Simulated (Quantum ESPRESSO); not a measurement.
Input and output of a self-consistent single point for AlSn (P-6m2, 2 atoms in the cell) (Quantum ESPRESSO).

Method of the run: PBEsol, SSSP 1.1.2 precision (PBE) pseudopotentials (plane waves; Quantum ESPRESSO).

```yaml
crystal:
  lattice:
    - [4.19811, 0.00000, 0.00000]
    - [-2.09905, 3.63567, 0.00000]
    - [0.00000, 0.00000, 3.30685]
  atoms:
    - { symbol: Al, position: [0.00000, 0.00000, 0.00000] }
    - { symbol: Sn, position: [0.33333, 0.66667, 0.50000] }
```

Reference input (self-consistent single point, DFT, LDA (PZ), plane waves, GBRV 1.5 ultrasoft (LDA) pseudopotentials): ecutwfc = 40 Ry; ecutrho = 200 Ry; occupations = smearing; smearing = gauss; degauss = 0.0073499 Ry; potentials = {Al: al_lda_v1.uspp.F.UPF, Sn: sn_lda_v1.4.uspp.F.UPF}; K_POINTS = automatic 7 7 8 0 0 0; conv_thr = 1e-09 Ry; mixing_beta = 0.7. This run's input differs from it in these lines:

```diff
@@ -15,4 +15,4 @@
  ntyp = 2,
- ecutwfc = 40,
- ecutrho = 200,
+ ecutwfc = 50,
+ ecutrho = 400,
  occupations = 'smearing',
@@ -20,2 +20,3 @@
  degauss = 0.0073499,
+ input_dft = 'pbesol',
 /
@@ -26,4 +27,4 @@
 ATOMIC_SPECIES
-Al    26.9815  al_lda_v1.uspp.F.UPF
-Sn   118.7100  sn_lda_v1.4.uspp.F.UPF
+Al    26.9815  Al.pbe-n-kjpaw_psl.1.0.0.UPF
+Sn   118.7100  Sn_pbe_v1.uspp.F.UPF
 ATOMIC_POSITIONS {crystal}
```

Output (repeated stretches shortened):

```
     Self-consistent Calculation

     iteration #  1     ecut=    50.00 Ry     beta= 0.70

---- Real-time Memory Report at c_bands before calling an iterative solver
           191 MiB given to the printing process from OS
            49 MiB allocation reported by mallinfo(arena+hblkhd)
------------------

     total energy              =    -200.92380229 Ry
     estimated scf accuracy    <       1.02550499 Ry

     iteration #  2     ecut=    50.00 Ry     beta= 0.70

---- Real-time Memory Report at c_bands before calling an iterative solver
           213 MiB given to the printing process from OS
   [... lines left out ...]

---- Real-time Memory Report at c_bands before calling an iterative solver
           216 MiB given to the printing process from OS
            65 MiB allocation reported by mallinfo(arena+hblkhd)
------------------

     total energy              =    -201.35617487 Ry
     estimated scf accuracy    <       0.00000001 Ry

     iteration #  8     ecut=    50.00 Ry     beta= 0.70

---- Real-time Memory Report at c_bands before calling an iterative solver
           217 MiB given to the printing process from OS
            66 MiB allocation reported by mallinfo(arena+hblkhd)
------------------
     End of self-consistent calculation

     the Fermi energy is     7.8030 ev

!    total energy              =    -201.35617487 Ry
     estimated scf accuracy    <          6.4E-11 Ry
     smearing contrib. (-TS)   =      -0.00011525 Ry
     internal energy E=F+TS    =    -201.35605963 Ry

      -> PAW hartree energy AE =       1.15454059 Ry
      -> PAW hartree energy PS =      -1.15023648 Ry
      -> PAW xc energy AE      =     -35.50557666 Ry
      -> PAW xc energy PS      =       1.76657272 Ry
      -> total E_H with PAW    =      47.44261371 Ry
      -> total E_XC with PAW   =     -83.37567349 Ry

     convergence has been achieved in   8 iterations

     Forces acting on atoms (cartesian axes, Ry/au):

     atom    1 type  1   force =     0.00000000    0.00000000    0.00000000
     atom    2 type  2   force =     0.00000000    0.00000000    0.00000000

     Total force =     0.000000     Total SCF correction =     0.000000

          total   stress  (Ry/bohr**3)                   (kbar)     P=      -19.12
  -0.00013679   0.00000000   0.00000000          -20.12        0.00        0.00
   0.00000000  -0.00013679  -0.00000000            0.00      -20.12       -0.00
  -0.00000000   0.00000000  -0.00011642           -0.00        0.00      -17.13

   JOB DONE.
```

The run converged in 8 iterations. Against the reference run the pressure goes from -3.11 to -1.91 GPa.

The starting cell comes from a database of computed structures (which also holds hypothetical and non-ambient phases and stackings), without a prior relaxation at this level.
